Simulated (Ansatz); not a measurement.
## GaSe, response to strain

Base system: GaSe in the beta-GaS type structure (space group P6_3/mmc, No. 194; layered, stacked along the Cartesian z axis).

```yaml
crystal:
  lattice:
    - [3.76943, 0.00000, 0.00000]
    - [-1.88472, 3.26442, 0.00000]
    - [0.00000, 0.00000, 15.96417]
  atoms:
    - { symbol: Ga, position: [0.33333, 0.66667, 0.17347] }
    - { symbol: Ga, position: [0.66667, 0.33333, 0.67347] }
    - { symbol: Ga, position: [0.66667, 0.33333, 0.82653] }
    - { symbol: Ga, position: [0.33333, 0.66667, 0.32653] }
    - { symbol: Se, position: [0.33333, 0.66667, 0.59965] }
    - { symbol: Se, position: [0.66667, 0.33333, 0.09965] }
    - { symbol: Se, position: [0.66667, 0.33333, 0.40035] }
    - { symbol: Se, position: [0.33333, 0.66667, 0.90035] }
```

Cartesian axes are those of the cell as printed.

Strains are applied to the cell and any free atomic positions relax; under biaxial strain the out-of-plane vector relaxes too.

Method: DFT with PBE-D3(BJ), PAW potentials and a 420 eV plane-wave cutoff in Ansatz (a program for electronic structure), scalar-relativistic without spin-orbit coupling, earlier PAW set.

Computed cases, in order: biaxial strain −2.15 %, plane normal [001], relaxed out of plane; the unstrained base; biaxial strain +0.48 %, plane normal [001], relaxed out of plane; biaxial strain +0.69 %, plane normal [001], relaxed out of plane.

**Question.** Between which two neighbouring cases does the gap turn between direct and indirect?

**Answer.** Between biaxial strain −2.15 %, plane normal [001], relaxed out of plane (1.22 eV, indirect, Γ → M) and the unstrained base (0.87 eV, direct at Γ). The whole series: biaxial strain −2.15 %, plane normal [001], relaxed out of plane: 1.22 eV, indirect, Γ → M; the unstrained base: 0.87 eV, direct at Γ; biaxial strain +0.48 %, plane normal [001], relaxed out of plane: 0.76 eV, direct at Γ; biaxial strain +0.69 %, plane normal [001], relaxed out of plane: 0.71 eV, direct at Γ.

Whether these cells are dynamically stable was not tested.
